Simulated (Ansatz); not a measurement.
Cubic perovskite CsHgCl3 was calculated with BLYP (Ansatz, an electronic-structure program, plane waves, PAW).

Settings: plane-wave cutoff 520 eV, 10×10×10 k mesh, Fermi–Dirac smearing 0.05 eV, scalar-relativistic PAW data made under PBE.

Cell (relaxed at this level):

CsHgCl₃ is taken in the cubic space group Pm-3m (No. 221), the cubic perovskite structure, Pearson symbol cP5. Lattice parameters: a = b = c = 5.5223 Å, α = β = γ = 90.00°. Cs on 1a is coordinated by 12 Cl at 3.905 Å (cuboctahedral). Hg on 1b is coordinated by 6 Cl at 2.761 Å (octahedral). Cl on 3c sees 2 Hg at 2.761 Å and 4 Cs at 3.905 Å (octahedral). (Neighbours: up to the widest gap in distance over summed covalent radii, below 1.35, at either atom; cation-cation and far metal-metal contacts left out.)

### Question
Predict the bulk modulus B0 and pressure derivative B′ of the bulk modulus.

### Answer

- bulk modulus B0 = 23.0 GPa
- pressure derivative B′ of the bulk modulus = 5.3

The run finds no gap.

Note: the relaxation could not lower the start's symmetry, so the cell can be a saddle point above a distorted one.

Spin–orbit coupling is not included; it can open a gap where bands touch, and shift volumes and moduli.

Computed values are for the static lattice.

Computing time: roughly 5 core-minutes.
